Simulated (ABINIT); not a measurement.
A self-consistent single point of Nb₆SnGe (Pm-3, 8 atoms in the cell) with ABINIT.

Method of the run: PBEsol, norm-conserving pseudopotentials (PseudoDojo nc-sr-04 PBEsol standard) (plane waves; ABINIT 10.0.3).

The change in words: lattice scaled by 0.98. Reference geometry:
```
Nb6SnGe
1.0
    5.25768     0.00000     0.00000
    0.00000     5.25768     0.00000
    0.00000     0.00000     5.25768
Nb Sn Ge
6 1 1
Direct
  0.00000   0.50000   0.74219
  0.00000   0.50000   0.25781
  0.74219   0.00000   0.50000
  0.25781   0.00000   0.50000
  0.50000   0.74219   0.00000
  0.50000   0.25781   0.00000
  0.00000   0.00000   0.00000
  0.50000   0.50000   0.50000
```

Reference input (self-consistent single point, DFT, PBEsol, plane waves, norm-conserving pseudopotentials (PseudoDojo nc-sr-04 PBEsol standard)): pseudos = [Nb.upf, Sn.upf, Ge.upf]; ecut = 41 Ha; ixc = -116133; occopt = 7; tsmear = 0.00367493 Ha; ngkpt = 4 4 4; nshiftk = 1; shiftk = 0 0 0; potentials = PseudoDojo nc-sr-04 PBEsol standard; nband = 66; kptopt = 1; nstep = 80. This run's input differs from it in these lines:

```diff
@@ -3,3 +3,3 @@
 pseudos "Nb.upf, Sn.upf, Ge.upf"
-acell 5.2576800000 5.2576800000 5.2576800000 Angstrom
+acell 5.1525260000 5.1525260000 5.1525260000 Angstrom
 rprim
@@ -13,10 +13,10 @@
 xcart
-         0.0000000000    4.9677876255    7.3740845955
-         0.0000000000    4.9677876255    2.5614906554
-         7.3740845955    0.0000000000    4.9677876255
-         2.5614906554    0.0000000000    4.9677876255
-         4.9677876255    7.3740845955    0.0000000000
-         4.9677876255    2.5614906554    0.0000000000
+         0.0000000000    4.8684314950    7.2266023426
+         0.0000000000    4.8684314950    2.5102606475
+         7.2266023426    0.0000000000    4.8684314950
+         2.5102606475    0.0000000000    4.8684314950
+         4.8684314950    7.2266023426    0.0000000000
+         4.8684314950    2.5102606475    0.0000000000
          0.0000000000    0.0000000000    0.0000000000
-         4.9677876255    4.9677876255    4.9677876255
+         4.8684314950    4.8684314950    4.8684314950
 ecut 41
```

Output (repeated stretches shortened):

```
--- !BeginCycle
solver: {iscf: 7, nstep: 80, nline: 4, wfoptalg: 0, }
tolerances: {tolvrs: 1.00E-10, }
...

     iter   Etot(hartree)      deltaE(h)  residm     vres2
 ETOT  1  -539.54331072772    -5.395E+02 6.165E-01 4.078E+02
 ETOT  2  -541.42980280365    -1.886E+00 2.687E-02 1.927E+02
 ETOT  3  -541.45223651698    -2.243E-02 8.325E-03 2.654E+00
 ETOT  4  -541.45309635552    -8.598E-04 7.174E-03 4.483E-01
 ETOT  5  -541.45325230850    -1.560E-04 3.579E-03 1.911E-02
   [... 6 lines left out ...]
 ETOT 12  -541.45326959785    -1.155E-10 1.290E-03 2.837E-09
 ETOT 13  -541.45326959788    -3.718E-11 7.011E-04 2.826E-10
 ETOT 14  -541.45326959786     2.512E-11 1.574E-03 6.143E-10
 ETOT 15  -541.45326959787    -1.535E-11 7.043E-04 4.961E-11
 At SCF step   15       vres2   =  4.96E-11 < tolvrs=  1.00E-10 =>converged.

 Cartesian components of stress tensor (hartree/bohr^3)
  sigma(1 1)= -1.04465347E-04  sigma(3 2)=  0.00000000E+00
  sigma(2 2)= -1.04465347E-04  sigma(3 1)=  0.00000000E+00
  sigma(3 3)= -1.04465347E-04  sigma(2 1)=  0.00000000E+00

 ----iterations are completed or convergence reached----

 reduced coordinates (array xred) for    8 atoms
       0.000000000000      0.500000000000      0.742189998941
       0.000000000000      0.500000000000      0.257810001059
       0.742189998941      0.000000000000      0.500000000000
       0.257810001059      0.000000000000      0.500000000000
       0.500000000000      0.742189998941      0.000000000000
       0.500000000000      0.257810001059      0.000000000000
   [... lines left out ...]
 Fermi (or HOMO) energy (hartree) =   0.47927   Average Vxc (hartree)=  -0.48348
   [... lines left out ...]
total_energy        : -5.41453269597874E+02
total_energy_eV     : -1.47336927612798E+04
band_energy         : -3.38294625570612E+01
...

-Cartesian components of stress tensor (GPa)         [Pressure=  3.0735E+00 GPa]
- sigma(1 1)= -3.07347610E+00  sigma(3 2)=  0.00000000E+00
- sigma(2 2)= -3.07347610E+00  sigma(3 1)=  0.00000000E+00
- sigma(3 3)= -3.07347610E+00  sigma(2 1)=  0.00000000E+00

 Calculation completed.
```

The run converged in 15 iterations. Against the reference run the free energy falls by 15.9 meV/atom, the pressure goes from -7.36 to 3.07 GPa and the largest force goes from 0.112 to 0.127 eV/Å.

The starting cell comes from a database of computed structures (which also holds hypothetical and non-ambient phases and stackings), without a prior relaxation at this level. For this run, on top of that: lattice scaled by 0.98. Spin polarisation is off. With a pressure of about 3 GPa the cell is away from its equilibrium volume at this level.

Cost on one core of a shared machine: roughly 6 min.
